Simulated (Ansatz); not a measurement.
Consider Hf in the hcp (Mg type) structure (space group P6_3/mmc, No. 194; relaxed with 0.1 eV smearing).

```xyz
2
Lattice="3.1581 0.0000 0.0000 -1.5791 2.7350 0.0000 0.0000 0.0000 5.0045" Properties=species:S:1:pos:R:3 pbc="T T T"
Hf     1.5791     0.9117     3.7534
Hf     0.0000     1.8233     1.2511
```

Cartesian axes are those of the cell as printed.

Computed with PBEsol (Ansatz, a program for electronic structure), no spin-orbit coupling.

It is then changed as follows: uniaxial strain ε_xx = +1.00 %, all other strain components held at zero, atoms relaxed at fixed cell.

Predict the stress tensor and what it implies for the stiffness.

Stress of the strained cell less that of the base (GPa, compression positive):
```
   -1.8     0.0     0.0
    0.0    -0.8     0.0
    0.0     0.0    -0.7
```

Then −Δσ_ii/ε with ε = 0.0100 gives relaxed-ion elastic constants: C11 ≈ 176 GPa, C12 ≈ 78 GPa and C13 ≈ 72 GPa.

Whether these cells are dynamically stable was not tested. The final runs are not spin-polarised.
